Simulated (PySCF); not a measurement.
PySCF 2.14.0, MP2 (frozen core)/def2-svp: Si(H)2(NMe2)(iPr) (CC(C)[SiH2]N(C)C), 22 atoms. The geometry is a generated start, not checked to be a minimum at this level.

```yaml
task: mp2
basis: def2-svp
two_electron_scheme: exact four-centre integrals
frozen_core: true
mf.init_guess: minao (default)
mf.DIIS: CDIIS (default)
mf.diis_space: 8 (default)
mf.conv_tol: 1e-09 (default)
basis functions (reference run): 177
```

On 4 threads, 1 BLAS thread. Build: conda-forge: OpenMP (GNU), OpenBLAS with its own threads, libcint, Libxc. One run each, on a shared machine, so no times are given.

Values of mol.max_memory tried: 8000 MB, 4000 MB, 2000 MB, 1000 MB, 500 MB, 300 MB, 200 MB.

**Question.** What happens as the memory setting falls?

**Answer.** It runs down to 200 MB, the lowest tried, with the same result. At 8000 MB: SCF integrals in memory, transformation in memory. From 1000 MB down: direct SCF, transformation through a file.

```
mol.max_memory                                               path  peak memory
--------------  -------------------------------------------------  -----------
8000 MB         SCF integrals in memory, transformation in memory      1.5 GiB
4000 MB         SCF integrals in memory, transformation in memory      1.5 GiB
2000 MB         SCF integrals in memory, transformation in memory      1.5 GiB
1000 MB                 direct SCF, transformation through a file      1.1 GiB
500 MB                  direct SCF, transformation through a file      1.1 GiB
300 MB                  direct SCF, transformation through a file      1.1 GiB
200 MB                  direct SCF, transformation through a file      1.1 GiB
```

Peak memory is the kernel's count for the largest process, libraries included and scratch files not. The peak passes the setting at 1000 MB, 500 MB, 300 MB, 200 MB: it is no hard cap. MP2's transformation through a file may take 2000 MB even at lower settings.
